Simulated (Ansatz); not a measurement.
Data:

End structure of Cl on the 1x1 (111) surface of fcc Al, one in a 2x1 cell, started at the site 'hollow Al-Al-Al over Al at depth 2.3 Å':

```xyz
9
Lattice="5.7162 0.0000 0.0000 -1.4290 2.4752 0.0000 0.0000 0.0000 26.5000" Properties=species:S:1:pos:R:3 pbc="T T T"
Al     0.0000     1.6501     9.7631
Al     2.8581     1.6501     9.7631
Al     1.4290     0.8251    12.1036
Al     4.2871     0.8251    12.1036
Al     0.0386     0.0223    14.5181
Al     2.8224    -0.0206    14.3050
Al    -0.2007     1.5343    17.1528
Al     2.6599     1.5357    16.5598
Cl     0.5061     0.2922    19.0198
```

Slab: 9 atoms, 7.0 Å thick at the start under the adsorbate (thin: gaps and levels are the slab's own); k 6x12x1, smearing 0.1 eV, dipole-corrected; 4 atoms held, the rest relaxed; symmetry of the start imposed; no spin, no spin-orbit, no U, no dispersion correction. At the end it is bonded to 2 Al. In PBE it is, or lies within 0.03 eV of, the lowest of the starts that converged.

A negative adsorption energy means that the adsorbate is more stable on the surface than in its reference.

Q: What work function of the top face does PBE (Ansatz, an electronic-structure program) give?

A: 4.95 eV

Q: Estimate the adsorption energy against ½ Cl2(g) that PBE returns for this input.

A: -148 kJ/mol

Q: Predict the change of the work function from PBE.

A: 0.92 eV

Q: Give the change of the step from the bottom to the top vacuum level, against the clean slab at the level PBE.

A: 1.01 eV
